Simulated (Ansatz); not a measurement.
The starting structures come from a database of crystals and need not be the phases stable at ambient conditions.

**Evanescent states of K₄ZnP₂ (R-3m, not sure to be the ambient phase, 7 atoms a cell, 34.2 Å³ an atom) along the normal of (110)**

Computed with r2SCAN (plane waves, PAW; Ansatz, a first-principles code).

The gap is the functional's own, uncorrected, and κ follows it; spin-orbit coupling is left out. Mid-gap values are interpolated between the computed energies.

Energies count from the valence-band top; κ is the least over a 4×4 mesh across the current.

```json
[
 {"E (eV)": "0.04", "κ (1/Å)": "0.108", "where": "Γ"},
 {"E (eV)": "0.12", "κ (1/Å)": "0.177", "where": "off Γ"},
 {"E (eV)": "0.20", "κ (1/Å)": "0.217", "where": "off Γ"},
 {"E (eV)": "0.28", "κ (1/Å)": "0.223", "where": "Γ"},
 {"E (eV)": "0.36", "κ (1/Å)": "0.220", "where": "Γ"},
 {"E (eV)": "0.44", "κ (1/Å)": "0.216", "where": "Γ"},
 {"E (eV)": "0.52", "κ (1/Å)": "0.211", "where": "Γ"},
 {"E (eV)": "0.60", "κ (1/Å)": "0.205", "where": "Γ"},
 {"E (eV)": "0.68", "κ (1/Å)": "0.198", "where": "Γ"},
 {"E (eV)": "0.76", "κ (1/Å)": "0.189", "where": "Γ"},
 {"E (eV)": "0.84", "κ (1/Å)": "0.179", "where": "Γ"},
 {"E (eV)": "0.92", "κ (1/Å)": "0.167", "where": "Γ"},
 {"E (eV)": "1.00", "κ (1/Å)": "0.152", "where": "Γ"},
 {"E (eV)": "1.08", "κ (1/Å)": "0.135", "where": "Γ"},
 {"E (eV)": "1.16", "κ (1/Å)": "0.113", "where": "Γ"},
 {"E (eV)": "1.24", "κ (1/Å)": "0.083", "where": "Γ"},
 {"E (eV)": "1.32", "κ (1/Å)": "0.025", "where": "Γ"}
]
```

Question: How thick must the barrier be to attenuate the transmission by 10^4 when the electrodes' Fermi level lies at 0.44 eV, and what attenuation does that film give at 1.32 eV?

Answer: d = 4 ln 10 / (2 × 0.216) = 21.3 Å. At 1.32 eV it gives 4 × 0.025/0.216 = 0.5 decades.
